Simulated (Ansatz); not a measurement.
Input and output of a self-consistent single point for TiZn (Pm-3m, 2 atoms in the cell) (Ansatz, a program for electronic structure).

Method: PBEsol, default PAW files made with PBE (plane waves; Ansatz).

The change in words: lattice scaled by 0.98. Reference geometry:
```xyz
2
Lattice="3.1237 0.0000 0.0000 0.0000 3.1237 0.0000 0.0000 0.0000 3.1237" Properties=species:S:1:pos:R:3 pbc="T T T"
Ti     1.5619     1.5619     1.5619
Zn     0.0000     0.0000     0.0000
```

Reference input (self-consistent single point, DFT, PBEsol, plane waves, default PAW files made with PBE): basis.ecutwfc = 420 eV; kpoints.mp_grid.grid = 7 7 7; hamiltonian.xc = pbesol; hamiltonian.pseudopotentials = {kind: paw} (the program's default PAW files); scf.occupations.method = fermi_dirac; scf.occupations.width = 0.1 eV. This run's input differs from it in these lines:

```diff
@@ -2,5 +2,5 @@
   lattice:
-    - [3.123750, 0.000000, 0.000000]
-    - [0.000000, 3.123750, 0.000000]
-    - [0.000000, 0.000000, 3.123750]
+    - [3.061275, 0.000000, 0.000000]
+    - [0.000000, 3.061275, 0.000000]
+    - [0.000000, 0.000000, 3.061275]
   atoms:
```

Output, abridged:

```
SCF iter   1: F=—  HF=-5755.233810 eV  |F-HF|=—  |Δ(HF+E_count)|=         —  Δρ=6.54e-3  dr2=1.03e-2  ethr=1.77e-3  ⟨swp⟩=5.0  Hψ=1540  notcnv=0
all-band conjugate gradients solve this SCF's bands
preconditioner: auto → none
SCF iter   2: F=—  HF=-5755.230866 eV  |F-HF|=—  |Δ(HF+E_count)|=   2.94e-3  Δρ=1.97e-3  dr2=5.84e-4  ethr=4.27e-5  ⟨swp⟩=2.9  Hψ=730  notcnv=0
SCF iter   3: F=—  HF=-5755.230849 eV  |F-HF|=—  |Δ(HF+E_count)|=   1.64e-5  Δρ=7.01e-4  dr2=5.28e-5  ethr=2.43e-6  ⟨swp⟩=2.1  Hψ=478  notcnv=0
SCF iter   4: F=—  HF=-5755.230854 eV  |F-HF|=—  |Δ(HF+E_count)|=   4.47e-6  Δρ=2.63e-4  dr2=8.28e-6  ethr=2.20e-7  ⟨swp⟩=2.0  Hψ=465  notcnv=0
SCF iter   5: F=—  HF=-5755.230852 eV  |F-HF|=—  |Δ(HF+E_count)|=   1.26e-6  Δρ=3.25e-5  dr2=1.27e-7  ethr=3.45e-8  ⟨swp⟩=2.0  Hψ=429  notcnv=0
SCF iter   6: F=-5755.230853 eV  HF=-5755.230853 eV  |F-HF|=4.22e-9  |Δ(HF+E_count)|=   2.83e-8  Δρ=5.01e-6  dr2=3.77e-9  ethr=4.17e-10  ⟨swp⟩=5.0  Hψ=1341  notcnv=0
SCF 1 converged in 6 iterations: F = -5755.230853 eV  dr2 = 3.77e-9
Free energy (F): -5755.230853 eV
Internal energy: -5755.199763 eV  (E = F + TS)
E sigma→0 (E₀):  -5755.215308 eV
Entropy (-TS):   -0.031089 eV (-15.545 meV/atom)
Fermi energy:    13.914131 eV
--- Forces (eV/Å), atoms counted from 1 ---
  atom   1  Ti     0.00000000    -0.00000000     0.00000000
  atom   2  Zn     0.00000000     0.00000000     0.00000000
--- Stress (GPa, compression-positive) ---
        5.276895       0.000000       0.000000
        0.000000       5.276895       0.000000
        0.000000       0.000000       5.276895
  P = ⅓ Tr σ = 5.2769 GPa (52.769 kbar)
  The stress holds the Pulay correction. Without it, at fixed plane waves, as pw.x and ABINIT print it: P = 5.2116 GPa
```

The run converged in 6 iterations. Against the reference run the free energy goes up by 6.1 meV/atom and the pressure goes from -2.68 to 5.28 GPa.

The starting cell comes from a database of computed structures (which also holds hypothetical and non-ambient phases and stackings), without a prior relaxation at this level. For this run, on top of that: lattice scaled by 0.98. Spin polarisation is off. With a pressure of about 5 GPa the cell is away from its equilibrium volume at this level. Ansatz's pressure includes its estimate of the finite-basis (Pulay) stress.

Keys are those of Ansatz 0.2.
